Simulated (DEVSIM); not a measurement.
Device: illuminated Ge p-on-n cell, one wavelength, with a back-surface field, at 300 K.

Layer 1 from the left is Ge, thickness (μm) 0.740, Na (cm⁻³) 1.8e18, τn (s) 1.2e-5, τp (s) 9.2e-7, absorption coefficient (cm⁻¹) 1100. Layer 2 from the left is Ge, thickness (μm) 26.0, Nd (cm⁻³) 2.7e17, τn (s) 6.6e-5, τp (s) 6.6e-5, absorption coefficient (cm⁻¹) 1100. Layer 3 from the left is Ge, thickness (μm) 0.440, Nd (cm⁻³) 4.8e18, τn (s) 6.6e-5, τp (s) 6.6e-5, absorption coefficient (cm⁻¹) 1100.

Left contact: ohmic, minority electron recombination velocity 10000 cm/s. Right contact: ohmic, minority hole recombination velocity 50000 cm/s. Voltage is applied to the left contact. Recombination: SRH at mid-gap, radiative, Auger. Light enters at the left, 1.8e17 photons cm⁻² s⁻¹, one pass, no reflection. Mobility is μmin + (μ − μmin)/(1 + (N/Nref)^α).

The device is made up for the run: typed textbook-type constants, with dimensions and the other settings drawn at random. Values at 300 K.

Ge: gap (eV) 0.664, affinity (eV) 4, permittivity 16, Nc (cm⁻³) 1.04e19, Nv (cm⁻³) 6e18, μn (cm²/Vs) 3900, μp (cm²/Vs) 1900, μn,min 150, μp,min 100, Nref,n 2.6e17, Nref,p 4e17, αn 0.56, αp 0.6, B (cm³/s) 6.4e-14, Cn (cm⁶/s) 1e-31, Cp (cm⁶/s) 1e-31.

DEVSIM, 1D drift-diffusion, Boltzmann statistics, complete ionisation; no tunnelling, impact ionisation, image-force lowering or self-heating.

Dark forward current:

```tsv
|V| (V)	|J| (A/cm²)
0.05	5.397e-6
0.10	4.258e-5
0.15	0.0002994
0.20	0.002075
0.25	0.01435
0.30	0.09928
0.35	0.6864
0.40	4.731
0.45	32.06
0.50	205.4
0.55	1167
0.60	5397
```

### Question
Work out the local ideality factor n = ΔV / (kT/q · ln(J2/J1)) between the rows 0.15 and 0.20 V, 0.55 and 0.60 V.

### Answer
kT/q = 25.85 mV. From 0.15 to 0.20 V: ln(0.002075/0.0002994) = 1.936, n = 1.00, near the 1 of diffusion or emission over a barrier. From 0.55 to 0.60 V: ln(5397/1167) = 1.531, n = 1.26.

### Question
What current could the absorbed light give at most, and what share is collected?

### Answer
Σ αd = 2.99, so qΦ(1 − exp(−Σ αd)) = 27.4 mA/cm². The simulated short-circuit current is 26.03 mA/cm², a share of 0.95.

### Question
Estimate the open-circuit voltage by superposition: the voltage at which the dark current equals that short-circuit current.

### Answer
Interpolating ln J in the table gives 0.265 V. The simulation gives 0.265 V, the same within the digits that matter. Superposition holds where collection doesn't change with voltage.

### Question
Estimate the fill factor from FF0 = (v − ln(v + 0.72))/(v + 1), v = qVoc/(nkT), with n from the dark curve.

### Answer
The rows about Voc, 0.25 and 0.30 V, give n = 1.00, so v = 10.3 and FF0 = 0.698. The simulation gives 0.696, the same within the digits that matter.
